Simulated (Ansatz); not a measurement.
**GaSb, response to strain**

Take GaSb in the zinc blende structure (space group F-43m, No. 216; a = 6.214 Å) as the base.

Strains are applied to the cell and any free atomic positions relax.

Calculations: Kohn–Sham DFT with the PBE functional, run in Ansatz (an electronic-structure program) with PAW and 420 eV plane waves, without spin-orbit coupling, earlier PAW set.

Notes on the quantities. energy relative to the base: free energy F.

| isotropic strain (%) | energy relative to the base (meV/atom) |
|---|---|
| -5.43 | 137.5 |
| -2.08 | 17.7 |
| -1.57 | 9.9 |
| 0 | 0.0 |
| 0.79 | ? |
| 0.85 | 2.6 |

### Question
Fit ΔE = Aε² + Bε³ (ε in %) to the rows shown and predict the withheld row.

### Answer
Least squares on the printed values gives A = 3.74 and B = -0.17 meV/atom (largest residual 0.0 meV/atom); this predicts 2.3 meV/atom, and the run gives 2.3 meV/atom, in agreement.

No phonon test of stability was made. All final runs are without spin polarisation.
